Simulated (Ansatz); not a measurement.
GaP (F-43m), HSE06, rigid bands in Ansatz (a quantum-chemistry and plane-wave program). Band gap 2.25 eV, N_c = 4.14e19 cm⁻³ and N_v = 4.07e19 cm⁻³ at 300 K, conductivity masses of 0.344 mₑ (electrons) and 0.411 mₑ (holes). Take k_BT = 0.02585 eV.

A film of it is 5 nm thick. Estimate the confinement energies in an infinite well.

ħ²π²/(2m t²) = 0.376 eV·nm²/(m/mₑ × t²) gives 43.7 meV for electrons and 36.6 meV for holes, so the gap would widen to about 2.33 eV. Finite barriers and nonparabolic bands lower this, and with several valleys or bands the heaviest mass along the normal sets the lowest level, not this average.

Find the intrinsic carrier density and the intrinsic Fermi level.

n_i = √(N_c N_v) exp(−E_g/2k_BT) = 4.10e19 × exp(−43.52) = 5.2e0 cm⁻³. The level lies (k_BT/2) ln(N_v/N_c) = 0 meV from mid-gap (positive towards the conduction band). Each 0.1 eV added to the gap lowers n_i by a factor of 6.9.

What thermal injection velocity √(2k_BT/πm) limits a ballistic channel?

9.17e6 cm/s for electrons and 8.39e6 cm/s for holes, a ratio of √(m_h/m_e) = 1.09, for dilute carriers.

Rigid bands with the computed gap; masses take one relaxation time for all states. Spin-orbit coupling is left out; where it splits the top of the valence band, N_v and the p-type Seebeck coefficient come out somewhat high without it. Geometry: cell and atoms relaxed with PBEsol.
